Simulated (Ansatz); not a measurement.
Functionals compared on SiH3 on the 1x1 (111) surface of fcc Al, one in a 2x2 cell, started at the site 'bridge Al-Al (span 2.9 Å)', in Ansatz (plane waves, PAW). The structure was relaxed with PBE; the other rows are single points on it, each with its references at the same level. Cutoff 420 eV (500 eV for r2SCAN).

Set-up: 20 atoms, 7.0 Å thick at the start under the adsorbate (thin: gaps and levels are the slab's own); mesh 6x6x1; 0.1 eV smearing; dipole correction on; 8 atoms held, the rest relaxed; no symmetry held; spin-polarised, no spin-orbit, no U, no dispersion correction. The starting moment vanished. At the end it is bonded to Al. In PBE it is, or lies within 0.03 eV of, the lowest of the starts that converged. These notes are the PBE run's. r2SCAN: The program's check for a lower electronic state was not made. Adsorption energies are against SiH4(g) − ½ H2(g). A negative adsorption energy means that the adsorbate is more stable on the surface than in its reference.

```tsv
functional	adsorption energy (eV)	work function of the top face (eV)	change of the work function (eV)	magnetic moment of the cell (μB)	rough cost of the single point
PBE	0.02	4.87	0.84	0.00	–
RPBE	?	?	?	0.00	about 3 core-minutes (a rough figure)
r2SCAN	0.01	4.95	0.87	0.00	roughly 8 core-minutes
```

**Question.** Some entries are withheld; supply them.

**Answer.** 
- RPBE, adsorption energy (eV): 0.14
- RPBE, work function of the top face (eV): 4.82
- RPBE, change of the work function (eV): 0.87

Ansatz is a first-principles code.
